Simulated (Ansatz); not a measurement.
# Hypothetical P4_2/mnm GaN: pressure series

Start from GaN (space group P4_2/mnm, No. 136; a hypothetical phase, not in the database extracts checked).

```yaml
crystal:
  lattice:
    - [5.47037, 0.00000, 0.00000]
    - [0.00000, 5.47037, 0.00000]
    - [0.00000, 0.00000, 3.18290]
  atoms:
    - { symbol: Ga, position: [0.32061, 0.67939, 0.00000] }
    - { symbol: Ga, position: [0.67939, 0.32061, 0.00000] }
    - { symbol: Ga, position: [0.82061, 0.82061, 0.50000] }
    - { symbol: Ga, position: [0.17939, 0.17939, 0.50000] }
    - { symbol: N, position: [0.31752, 0.31752, 0.00000] }
    - { symbol: N, position: [0.68248, 0.68248, 0.00000] }
    - { symbol: N, position: [0.18248, 0.81752, 0.50000] }
    - { symbol: N, position: [0.81752, 0.18248, 0.50000] }
```

Cell and atoms are relaxed at each pressure.

Computed with DFT with PBEsol, PAW potentials and a 420 eV plane-wave cutoff in Ansatz (an electronic-structure program), scalar-relativistic without spin-orbit coupling.

```
P (GPa)  V (Å³/atom)
-------  -----------
-2.00         12.047
-1.00         11.975
0.30          11.886
0.70          11.859
1.48          11.807
3.00          11.710
5.00          11.588
7.50          11.445
10.00         11.309
```

A third-order Birch–Murnaghan fit to these points gives V₀ = 11.91 Å³/atom, B₀ = 175 GPa and B₀′ = 4.1. At pressure 10 GPa the volume is 95.0 % of V₀.

Load acts through the strain it causes; cell and atoms are relaxed under it. Stability against distortions was not tested. Competing high-pressure phases were not computed.
